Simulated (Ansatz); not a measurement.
# What isotropic strain −3.00 % does to ZrC

Consider ZrC in the rock salt structure (space group Fm-3m, No. 225; a = 4.709 Å; relaxed with 0.1 eV smearing).

The change: every lattice vector is shortened by 3.00 %, atoms relaxed at fixed cell.

Method: Ansatz (a quantum-chemistry and plane-wave program), PBE, PAW, cutoff 420 eV, scalar-relativistic without spin-orbit coupling. Γ-centred 21×21×21 mesh, Fermi–Dirac width 0.1 eV.

| quantity | base | changed | shift |
|---|---|---|---|
| space group | Fm-3m (No. 225) | Fm-3m (No. 225) | – |
| energy relative to the base (free energy F) | 0 meV/atom | +80 meV/atom | +80 meV/atom |
| band gap | zero | zero | – |

Final structure:

```xyz
2
Lattice="0.0000 2.2838 2.2838 2.2838 0.0000 2.2838 2.2838 2.2838 0.0000" Properties=species:S:1:pos:R:3 pbc="T T T"
Zr     0.0000     0.0000     0.0000
C      2.2838     2.2838     2.2838
```

Stability against distortions was not tested. The final runs are not spin-polarised.
